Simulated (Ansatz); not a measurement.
Converging the plane-wave cutoff: SbPb (Fm-3m, 2 atoms in the cell)

```xyz
2
Lattice="0.0000 3.1518 3.1518 3.1518 0.0000 3.1518 3.1518 3.1518 0.0000" Properties=species:S:1:pos:R:3 pbc="T T T"
Sb     3.1518     3.1518     3.1518
Pb     0.0000     0.0000     0.0000
```

Method: LDA (PW92), default PAW files made with PBE (plane waves; Ansatz, a program for electronic structure).

Base settings: basis.ecutwfc = 420 eV; kpoints.mp_grid.grid = 9 9 9; hamiltonian.xc = lda; hamiltonian.pseudopotentials = {kind: paw} (the program's default PAW files); scf.occupations.method = gaussian; scf.occupations.width = 0.1 eV.

The second cell is the first with its lattice scaled by 0.98.

The mesh stays at the base's, so the ladder's end is converged at best in this setting alone.

The first pressure column holds Ansatz's estimate of the finite-basis (Pulay) stress, which hides part of the cutoff error; the other is without it.

Only quantities that move along the ladder and can be compared are tabulated.

The count of work is k-points × plane waves × bands × iterations; it is no time. 

The starting cell comes from a database of computed structures (which also holds hypothetical and non-ambient phases and stackings), without a prior relaxation at this level. Its lattice was rescaled by up to half a per cent.

```csv
basis.ecutwfc,free energy less the last step's (meV/atom),energy of the compressed cell less the first (meV/atom),pressure (GPa),pressure without the Pulay estimate (GPa),count of work / last
145 eV,67501.04,-69.05,-13.01,-1233.35,0.085
170 eV,25932.69,-131.12,-10.97,-598.08,0.097
190 eV,11800.56,-41.77,3.75,-313.75,0.086
210 eV,5060.20,-25.70,-0.27,-155.44,0.10
230 eV,2107.57,-9.26,-1.10,-75.51,0.14
250 eV,836.87,1.92,-2.05,-35.70,0.14
295 eV,85.03,-9.69,-2.37,-7.07,0.16
335 eV,8.60,-10.24,-2.30,-2.86,0.23
380 eV,1.95,-9.97,-2.29,-2.31,0.23
420 eV,1.31,-9.98,-2.29,-2.32,0.27
460 eV,0.71,-9.98,-2.29,-2.31,0.36
505 eV,0.49,-9.98,-2.29,-2.29,0.42
565 eV,0.36,-9.98,-2.29,-2.30,0.49
630 eV,0.15,-9.99,-2.29,-2.30,0.57
735 eV,0.04,-9.99,-2.29,-2.29,0.70
840 eV,0.02,-9.99,-2.29,-2.29,0.76
1010 eV,0.00,-9.99,-2.29,-2.29,1.0
```

Coarsest basis.ecutwfc that holds the pressure without the Pulay estimate within 0.2 GPa of the last step, with all finer ones: 380 eV, at 0.23 of the last step's count of work; the step before is off by 0.56 GPa.

Coarsest basis.ecutwfc that holds the energy of the compressed cell less the first within 0.5 meV/atom of the last step, with all finer ones: 295 eV, at 0.16 of the last step's count of work; the step before is off by 12 meV/atom.

Coarsest basis.ecutwfc that holds the pressure within 1 GPa of the last step, with all finer ones: 250 eV, at 0.14 of the last step's count of work; the step before is off by 1.2 GPa.

The energy difference between the two cells stays within 1 meV/atom of the last step's from 295 eV on, the total only from 460 eV on: much of the error is common to both cells and cancels.

At the lowest cutoff the pressure without the Pulay estimate lies 1230 GPa under the last step's, the usual sign of Pulay stress in an incomplete plane-wave basis.

Keys are those of Ansatz 0.2.
